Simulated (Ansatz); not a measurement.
The parent structure is TlCl in the NiAs type structure (space group P6_3/mmc, No. 194; a = 4.501 Å, c = 7.920 Å; a hypothetical phase, not in the database extracts checked).

(Cell as relaxed with PBE.)

Levels (all Ansatz, an electronic-structure program, PAW): PBE (420 eV, no spin-orbit coupling); PBEsol (420 eV, scalar-relativistic without spin-orbit coupling).

Each level relaxes its own structure.

| base | PBE | PBEsol |
|---|---|---|
| volume per atom | 34.74 Å³ | 31.60 Å³ |
| lattice parameter a | 4.501 Å | 4.347 Å |
| band gap | 2.20 eV | 1.77 eV |

The change: the cell is scaled by 0.9526 in all directions; the atoms relax in the strained cell.

| quantity | PBE | PBEsol |
|---|---|---|
| hole mass | 0.19 mₑ along c, 0.55 mₑ across (at Γ) | 0.12 mₑ along c, 0.49 mₑ across (at Γ) |
| electron mass | 0.15 mₑ along c, 0.39 mₑ across (at Γ) | 0.11 mₑ along c, 0.34 mₑ across (at Γ) |
| valence-band top at Γ (three highest levels, from the VBM) | 0.00, -2.30, -2.30 eV | 0.00, -2.82, -2.82 eV |
| shift of the gap caused by the change | -0.54 eV | -0.64 eV |

PBE's shift of the gap caused by the change lies 0.106 eV above PBEsol's. Neither level is exact; PBEsol is the comparison here, not a measurement.

With Tl present, leaving out spin-orbit coupling can change the band edges. Effective masses come from finite differences of ±0.01 Å⁻¹. Stability against distortions was not tested.
